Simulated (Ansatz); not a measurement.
The starting structures come from a database of crystals and need not be the phases stable at ambient conditions.

Evanescent states of Be3N2 (P6_3/mmc, not sure to be the ambient phase, 10 atoms a cell, 6.8 Å³ an atom) along the normal of (001)

Calculation: r2SCAN (plane waves, PAW; Ansatz, an electronic-structure program).

No gap correction and no spin-orbit coupling; mid-gap values are interpolated between computed energies.

Energies count from the valence-band top; κ is the least over a 12×12 mesh across the current.

```
E (eV)     κ (1/Å)  where
------  ----------  -----
0.10         0.168      Γ
0.28         0.196      Γ
0.47         0.219      Γ
0.67         0.238      Γ
0.85         0.255      Γ
1.04    (withheld)      Γ
1.24    (withheld)      Γ
1.43    (withheld)      Γ
1.61    (withheld)  off Γ
1.80    (withheld)  off Γ
2.00    (withheld)  off Γ
2.19    (withheld)  off Γ
2.38    (withheld)  off Γ
2.56    (withheld)  off Γ
2.75    (withheld)  off Γ
2.94    (withheld)  off Γ
3.13         0.214  off Γ
3.33         0.193  off Γ
3.52         0.167  off Γ
3.71         0.133  off Γ
3.90         0.081  off Γ
```

Question: Complete the blanks.

Answer: 
- 1.04, κ (1/Å): 0.269
- 1.24, κ (1/Å): 0.282
- 1.43, κ (1/Å): 0.293
- 1.61, κ (1/Å): 0.295
- 1.80, κ (1/Å): 0.291
- 2.00, κ (1/Å): 0.285
- 2.19, κ (1/Å): 0.278
- 2.38, κ (1/Å): 0.269
- 2.56, κ (1/Å): 0.258
- 2.75, κ (1/Å): 0.246
- 2.94, κ (1/Å): 0.231
